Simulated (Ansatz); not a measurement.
Consider SiS$_{2}$ (space group I-42d, No. 122; a = 5.5559 Å, c = 8.6945 Å). Axes: x, y, z lie along a, b, c of the conventional cell.

All numbers come from r2SCAN (Ansatz, a quantum-chemistry and plane-wave program, PAW, no spin-orbit coupling), earlier PAW set.

For the base:

| Item | Result |
|---|---|
| Volume per atom | 22.37 Å³ |

It is then changed as follows: biaxial strain +4.43 %, plane normal [001], relaxed out of plane (Cartesian); in-plane vectors clamped, the third vector and the atoms free.

Problem. What does the calculation give for the volume per atom after the change?

Solution. The volume per atom rises by 0.967 Å³ to 23.33 Å³.

Problem. Estimate the effect on the energy relative to the base.

Solution. The energy grows by 7.3 meV/atom.

No phonon test of stability was made.
